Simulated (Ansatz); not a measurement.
The reference is K in the bcc (W type) structure (space group Im-3m, No. 229).

```yaml
crystal:
  lattice:
    - [-2.60731, 2.60731, 2.60731]
    - [2.60731, -2.60731, 2.60731]
    - [2.60731, 2.60731, -2.60731]
  atoms:
    - { symbol: K, position: [0.00000, 0.00000, 0.00000] }
```

Calculations: PBEsol (Ansatz, an electronic-structure program; PAW; 420 eV plane waves; no spin-orbit coupling).

For the base:

The lattice parameter a is 521.5 pm.

Now apply this change: cell and atoms relaxed at a pressure of 10 GPa.

Task: How does this affect the lattice parameter a?

Result: The lattice parameter a shrinks by 111.6 pm (521.5 pm → 409.9 pm).

Load acts through the strain it causes; cell and atoms are relaxed under it. No phonon test of stability was made. No other phases were tried under pressure.
